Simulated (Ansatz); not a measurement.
PtSb2, pressure series

Base system: PtSb2 (space group Pa-3, No. 205; a = 6.553 Å).

Cell and atoms are relaxed at each pressure.

Levels (all Ansatz, a first-principles code, PAW): PBE (420 eV, scalar-relativistic without spin-orbit coupling); PBEsol (420 eV, spin-orbit coupling left out).

The base cell above is that of PBE; each level relaxes its own structures.

```csv
case,"lattice parameter a, PBE","lattice parameter a, PBEsol"
pressure −2 GPa,6.597 Å,…
pressure −1 GPa,6.575 Å,6.481 Å
pressure 0.3 GPa,6.547 Å,6.458 Å
pressure 0.7 GPa,6.539 Å,6.451 Å
pressure 1.5 GPa,6.523 Å,6.437 Å
pressure 3 GPa,6.495 Å,…
pressure 5 GPa,6.460 Å,6.382 Å
pressure 7.5 GPa,6.421 Å,…
pressure 10 GPa,6.384 Å,…
```

Problem. What belongs in the blanks?

Solution. 
- pressure −2 GPa, lattice parameter a, PBEsol: 6.501 Å
- pressure 3 GPa, lattice parameter a, PBEsol: 6.413 Å
- pressure 7.5 GPa, lattice parameter a, PBEsol: 6.347 Å
- pressure 10 GPa, lattice parameter a, PBEsol: 6.315 Å

PBE lies above PBEsol in every row, by 0.070 Å to 0.097 Å. They put the cases in the same order.

Load acts through the strain it causes; cell and atoms are relaxed under it. No phonon test of stability was made. No other phases were tried under pressure. All final runs are without spin polarisation.
